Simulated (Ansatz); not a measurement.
# Effective masses and thermopower of InP (R3m)

```yaml
crystal:
  lattice:
    - [-0.04587, 2.90693, 2.90693]
    - [2.90693, -0.04587, 2.90693]
    - [2.90693, 2.90693, -0.04587]
  atoms:
    - { symbol: In, position: [0.99857, 0.99857, 0.99857] }
    - { symbol: P, position: [0.25143, 0.25143, 0.25143] }
```

Level of theory: PBEsol with spin-orbit coupling, rigid bands (plane waves, PAW; Ansatz, a program for electronic structure). Condition of this run: uniaxial stress along [111] of 2 GPa (compression positive) (the target of the relaxation). Geometry: cell and atoms relaxed with PBEsol, then loaded as said.

The band gap is 0.50 eV, the electron conductivity mass (300 K, dilute) is 0.060 mₑ and the hole conductivity mass (300 K, dilute) is 0.32 mₑ. The effective density of states N_c (300 K) is 3.2e17 cm⁻³ and the effective density of states N_v (300 K) is 9.0e18 cm⁻³. The density-of-states mass, electrons is 0.054 mₑ and the density-of-states mass, holes comes out as 0.50 mₑ. The Seebeck coefficient, n-type 1e19 cm⁻³, 300 K is -45 μV/K and the Seebeck coefficient, p-type 1e19 cm⁻³, 300 K comes out as 241 μV/K. The best p-type power factor at 300 K for τ = 10 fs (best axis; densities from 1e16 to 1e21 cm⁻³ tried, whether or not they can be reached) is 11.3 μW/(cm·K²) at 3e20 cm⁻³.

Rigid bands; masses and Seebeck coefficients take one relaxation time τ for all states and one kind of carrier; polarons and phonon drag are left out.
